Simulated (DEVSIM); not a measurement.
Structure: Ru/SiO2/n-Si capacitor, at 300 K.

| layer (left to right) | material | thickness (nm) | Nd (cm⁻³) |
|---|---|---|---|
| 1 | SiO2 | 5.90 | - |
| 2 | Si | 16000 | 1.3e15 |

Metal gate on the left, work function 4.7 eV. Fixed charge at the semiconductor interface -5.1e10 cm⁻² (in units of +e); no interface traps.

This is a model device: material constants are rounded textbook-type values typed into the input, and sizes, dopings and lifetimes were drawn at random. Values at 300 K.

```tsv
parameter	SiO2	Si
gap (eV)	9	1.124
affinity (eV)	0.9	4.05
permittivity	3.9	11.7
Nc (cm⁻³)	-	2.86e19
Nv (cm⁻³)	-	3.1e19
```

Simulated with DEVSIM: 1D Poisson equation in equilibrium, Boltzmann statistics, complete ionisation; no quantum confinement or tunnelling. Metal contacts follow the ideal Schottky-Mott rule: no Fermi-level pinning, no interface dipoles.

The substrate doping was swept, all else fixed.

```csv
substrate doping (cm^-3),minimum of the low-frequency capacitance (μF/cm²),threshold voltage (band bending 2φF) (V),flat-band voltage (V)
6.5e13,0.00426,-0.13,0.33
1.3e14,0.00583,-0.15,0.35
2.6e14,0.00749,-0.17,0.36
6.5e14,0.0110,-0.20,0.39
1.3e15,0.0151,-0.23,0.41
2.6e15,0.0209,-0.26,0.42
```

From the first row to the last the minimum of the low-frequency capacitance goes from 0.00426 to 0.0209. From the first row to the last the threshold voltage (band bending 2φF) goes from -0.13 to -0.26.
